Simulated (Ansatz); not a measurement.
Base system: PbI$_{2}$ in the 2H-MoS2 type structure (space group P6_3/mmc, No. 194; a = 4.397 Å, c = 14.847 Å; a hypothetical phase, not in the database extracts checked).

Levels (all Ansatz, a first-principles code, PAW): PBE-D3(BJ) (420 eV, no spin-orbit coupling); HSE06 (420 eV, without spin-orbit coupling).

Its gap is 1.98 eV with PBE-D3(BJ) and 2.57 eV with HSE06.

Modification: every lattice vector is shortened by 0.67 %, atoms relaxed at fixed cell.

With PBE-D3(BJ) the gap becomes 1.84 eV.

Problem. If the HSE06 correction stayed the same, what would the HSE06 gap be, and what does the HSE06 run give?

Solution. A rigid correction of +0.59 eV gives 2.43 eV. The HSE06 run gives 2.41 eV, so the two effects roughly add.

Single points use the geometry relaxed with PBE-D3(BJ). HSE06 was sampled on its mesh, a few special points and the semilocal edge points, so its gap is an upper bound. Spin-orbit coupling, missing from the scalar runs, can matter with I and Pb. The cells carry an imposed strain or load. Stability against distortions was not tested.
